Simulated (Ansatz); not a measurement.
The parent structure is Tl in the hcp (Mg type) structure (space group P6_3/mmc, No. 194).

```yaml
crystal:
  lattice:
    - [3.45212, 0.00000, 0.00000]
    - [-1.72606, 2.98963, 0.00000]
    - [0.00000, 0.00000, 5.52987]
  atoms:
    - { symbol: Tl, position: [0.33333, 0.66667, 0.75000] }
    - { symbol: Tl, position: [0.66667, 0.33333, 0.25000] }
```

The values are results of plane-wave PAW DFT at the PBEsol level (Ansatz, a first-principles code, 420 eV), no spin-orbit coupling, not measurements.

For the base:

c/a ratio: 1.602
Volume per atom: 28.54 Å³

Perturbation: every Tl is replaced by Au, then cell and atoms are relaxed.

Tabulated Pauling electronegativity and covalent radius: Tl 1.62, 1.45 Å; Au 2.54, 1.36 Å.

**Question.** What happens to the c/a ratio and volume per atom?

**Answer.** The c/a ratio goes up by 0.076 (1.602 → 1.678); the volume per atom falls by 11.501 Å³ (28.54 Å³ → 17.03 Å³).

Whether these cells are dynamically stable was not tested. This is not the structure that Au has at room temperature and ambient pressure.
